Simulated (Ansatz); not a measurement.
The parent structure is PbI2 in the CdI2 type structure (space group P-3m1, No. 164).

```xyz
3
Lattice="4.5593 0.0000 0.0000 -2.2796 3.9485 0.0000 0.0000 0.0000 6.9727" Properties=species:S:1:pos:R:3 pbc="T T T"
Pb     0.0000     0.0000     0.0000
I      0.0000     2.6323     1.8890
I      2.2796     1.3162     5.0836
```

Cartesian axes are those of the cell as printed.

Method: PBE-D3(BJ)/PAW in Ansatz (a program for electronic structure), no spin-orbit coupling, earlier PAW set.

Base values:

- Pressure: 0.00 GPa

The change: biaxial strain +3.91 %, plane normal [001], relaxed out of plane (Cartesian); in-plane vectors clamped, the third vector and the atoms free.

Problem. Estimate the effect on the out-of-plane strain.

Solution. The out-of-plane strain is -4.10 %.

Problem. How does this affect the pressure?

Solution. The pressure (mean of the normal stresses, compression positive) goes from zero to -0.60 GPa.

No phonon test of stability was made.
